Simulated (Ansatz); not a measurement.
BeSi (model structure, F-43m, No. 216, 2 atoms in the cell) was calculated with LDA (Ansatz, a quantum-chemistry and plane-wave program, plane waves, PAW).

Settings: plane-wave cutoff 520 eV, 20×20×20 k mesh, Fermi–Dirac smearing 0.05 eV, scalar-relativistic PAW data made under PBE.

Cell (relaxed at this level):

Space group F-43m (No. 216); a = 5.0617 Å, b = 5.0617 Å, c = 5.0617 Å, α = 90.00°, β = 90.00°, γ = 90.00°

| atom | site | symmetry | x | y | z |
|---|---|---|---|---|---|
| Be | 4a | -43m | 0.0000 | 0.0000 | 0.0000 |
| Si | 4d | -43m | 0.7500 | 0.7500 | 0.7500 |
(The calculation used a cell of 2 atoms; values per cell refer to that cell.)

Question: Estimate the bulk modulus B0 that the calculation returns.

Answer: 
- bulk modulus B0: 68.8 GPa

The run finds no gap.

Note: the bulk modulus is −V dP/dV from two relaxed cells at ±2 % in volume; the relaxation could raise the start's symmetry but not lower it, so the cell can be a saddle point.

Computed values are for the static lattice.

A model structure was made by putting elements into a prototype or built by hand; it is no filed structure, need not be a known phase, and can be a saddle point held by its symmetry.
